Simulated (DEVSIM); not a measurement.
Structure: TaN/SiO2/p-InP capacitor, at 400 K.

```csv
layer (left to right),material,thickness (nm),Na (cm⁻³)
1,SiO2,49.0,-
2,InP,18000,1.2e15
```

Metal gate on the left, work function 4.4 eV. Fixed charge at the semiconductor interface 3.3e11 cm⁻² (in units of +e); no interface traps.

The device is made up for the run: typed textbook-type constants, with dimensions and the other settings drawn at random. Values at 300 K; Nc and Nv go as T^1.5, mobilities as T to minus their exponent, the gap by Varshni's rule with the affinity fixed.

```csv
parameter,SiO2,InP
gap (eV),9,1.344
affinity (eV),0.9,4.38
permittivity,3.9,12.5
Nc (cm⁻³),-,5.7e17
Nv (cm⁻³),-,1.1e19
Varshni α (eV/K),-,0.000363
Varshni β (K),-,162
```

Model (solved in DEVSIM): 1D Poisson equation in equilibrium, Boltzmann statistics, complete ionisation; no quantum confinement or tunnelling. Metal contacts follow the ideal Schottky-Mott rule: no Fermi-level pinning, no interface dipoles.

Task: Give the band bending (positive: bands bend down) and minority sheet density.

Result: 
| Vg (V) | ψs (V) | minority carriers (cm⁻²) |
|---|---|---|
| -3.5 | -0.231 | < 1e8 |
| -3.2 | -0.218 | < 1e8 |
| -2.9 | -0.201 | < 1e8 |
| -2.6 | -0.178 | < 1e8 |
| -2.3 | -0.147 | < 1e8 |
| -2 | -0.096 | < 1e8 |
| -1.7 | 0.006 | < 1e8 |
| -1.4 | 0.195 | < 1e8 |
| -1.1 | 0.428 | < 1e8 |
| -0.8 | 0.677 | 3.0e8 |
| -0.5 | 0.856 | 4.1e10 |
| -0.2 | 0.912 | 1.5e11 |
| 0.1 | 0.942 | 2.6e11 |
| 0.4 | 0.963 | 3.9e11 |
| 0.7 | 0.979 | 5.1e11 |
